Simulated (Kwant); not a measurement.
Model: Hückel tight-binding model, one pz orbital an atom, one spin, coherent transport at 0 K (Kwant). Conductance is in e²/h.

Model system: π system c1ccc2ccccc2c1 between two chain leads. The π system is taken as planar. Atoms are numbered from 0 in the order of the SMILES. Site energies (eV, carbon 0): [0.0, 0.0, 0.0, 0.0, 0.0, 0.0, 0.0, 0.0, 0.0, 0.0]. Bonds (i, j, β in eV): (0,1,-3) (1,2,-3) (2,3,-3) (3,4,-3) (4,5,-3) (5,6,-3) (6,7,-3) (7,8,-3) (8,9,-3) (9,0,-3) (8,3,-3). Leads: chains of hopping −4.5 eV, joined by −1.5 eV to atoms 0 and 5.

Site energies and bond integrals are typed Hückel values.

Sweep values stay those of the base run.

One input was changed, with this effect: transmission at E = 0 0.012 → 0.048.

**Question.** Which change was it?
(A) contacts moved from atoms [0, 5] to [0, 7]
(B) contacts moved from atoms [0, 5] to [0, 9]
(C) contacts moved from atoms [0, 5] to [2, 7]
(D) contacts moved from atoms [0, 5] to [0, 6]
(E) contacts moved from atoms [0, 5] to [2, 4]
(F) contacts moved from atoms [0, 5] to [0, 1]

**Answer.** B, contacts moved from atoms [0, 5] to [0, 9]
